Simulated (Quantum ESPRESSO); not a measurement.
Worked example: self-consistent single point of Cs (Im-3m, 1 atom in the cell) in Quantum ESPRESSO.

Method of the run: PBE, spin-orbit coupling, PseudoDojo fully relativistic norm-conserving (PBE) pseudopotentials (plane waves; Quantum ESPRESSO).

```
CELL_PARAMETERS angstrom
     -3.05549     3.05549     3.05549
      3.05549    -3.05549     3.05549
      3.05549     3.05549    -3.05549
ATOMIC_POSITIONS crystal
  Cs 0.00000 0.00000 0.00000
```

Reference input (self-consistent single point, DFT, PBE, plane waves, PseudoDojo standard norm-conserving (PBE) pseudopotentials): ecutwfc = 50 Ry; occupations = smearing; smearing = fd; degauss = 0.0099958 Ry; potentials = {Cs: Cs.upf}; K_POINTS = automatic 5 5 5 0 0 0; conv_thr = 1e-09 Ry. This run's input differs from it in these lines:

```diff
@@ -15,2 +15,4 @@
   degauss = 0.0099958
+  noncolin = .true.
+  lspinorb = .true.
 /
```

Its files differ too (potentials: PseudoDojo fully relativistic norm-conserving (PBE)).

Output (repeated stretches shortened):

```
     Self-consistent Calculation

     iteration #  1     ecut=    50.00 Ry     beta= 0.70

     Threshold (ethr) on eigenvalues was too large:
     Diagonalizing with lowered threshold

     c_bands:  2 eigenvalues not converged

     total energy              =     -46.78665220 Ry
     estimated scf accuracy    <       0.00140886 Ry

     iteration #  2     ecut=    50.00 Ry     beta= 0.70

     total energy              =     -46.78696923 Ry
     estimated scf accuracy    <       0.00007091 Ry

     iteration #  3     ecut=    50.00 Ry     beta= 0.70

     total energy              =     -46.78698169 Ry
     estimated scf accuracy    <       0.00000640 Ry

     iteration #  4     ecut=    50.00 Ry     beta= 0.70

     total energy              =     -46.78698263 Ry
     estimated scf accuracy    <       0.00000009 Ry

     iteration #  5     ecut=    50.00 Ry     beta= 0.70

     total energy              =     -46.78698272 Ry
     estimated scf accuracy    <       0.00000001 Ry

     iteration #  6     ecut=    50.00 Ry     beta= 0.70
     End of self-consistent calculation

     the Fermi energy is     2.2730 ev

!    total energy              =     -46.78698273 Ry
     estimated scf accuracy    <          1.5E-10 Ry
     smearing contrib. (-TS)   =      -0.00492009 Ry
     internal energy E=F+TS    =     -46.78206264 Ry

     convergence has been achieved in   6 iterations

     Forces acting on atoms (cartesian axes, Ry/au):

     atom    1 type  1   force =     0.00000000    0.00000000    0.00000000

     Total force =     0.000000     Total SCF correction =     0.000000

          total   stress  (Ry/bohr**3)                   (kbar)     P=        0.35
   0.00000241  -0.00000000  -0.00000000            0.35       -0.00       -0.00
  -0.00000000   0.00000241  -0.00000000           -0.00        0.35       -0.00
  -0.00000000  -0.00000000   0.00000241           -0.00       -0.00        0.35

   JOB DONE.
```

The run converged in 6 iterations. Against the reference run the pressure stays at 0.04 GPa. The full log also holds: “c_bands:  2 eigenvalues not converged”.

The starting cell has typed, rounded lattice constants, without a prior relaxation at this level. Its lattice was rescaled by a random factor within 2.5 % of one.
